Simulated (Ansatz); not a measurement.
# Ga2O3: stress against strain

Ga2O3 (corundum, R-3c, 9.707 Å³/atom at rest, c along z) under an equal strain ε in the (0001) plane with the normal axis free, as in a coherent film. PBEsol in Ansatz, a plane-wave DFT program (PAW, default set), 420 eV, 8×8×8 Γ-centred mesh, Fermi-Dirac smearing 0.05 eV; ions are relaxed within the symmetry of each cell. Stress is positive for a compressed cell.

Here s stands for strain and y for stress xx.

| strain (%) | stress xx (GPa) |
|---|---|
| -1.50 | 7.22 |
| -0.75 | 3.54 |
| 0.00 | 0.00 |
| 0.75 | -3.38 |
| 1.50 | -6.62 |
| 3.00 | ? |

The 5 complete rows are fitted with a straight line, y against s. Means: s 0, y 0.152. About the means, the sum of products is -25.950 and the sum of squares of s is 5.6250; the slope is their ratio. Least squares gives y = 0.152 - 4.6133·s. Residuals (row less fit): 0.148, -0.072, -0.152, -0.072, 0.148; standard error 0.160 (degrees of freedom: 3). The slope gives the biaxial elastic modulus of this plane = 461 ± 7 GPa.

Problem. Predict the withheld y at s = 3.00 from the fit, and compare with the calculation.

Solution. y = 0.152 - 4.6133 × 3.00 = -13.688 GPa. The calculation gives -12.66 GPa, 1.028 GPa above the prediction (5.2 % of the range of y in the table). The row lies outside the fitted rows, so this is an extrapolation. From the scatter of the fitted rows alone, a prediction at this place has a standard error of 0.269 GPa, so the miss is 3.8 times that.

One order more, fitted to all 9 runs of the series, follows each within 0.01, so the miss is the next term of a smooth law. Ga2O3 is here the metastable α form; monoclinic β is stable. Rows are the converged runs of the series near zero and its far end; series whose fitted rows scatter by over a few per cent of the range, as at a crossing or softening among them, aren't shown in this form. Most that stay on the fit to the last digits aren't either.
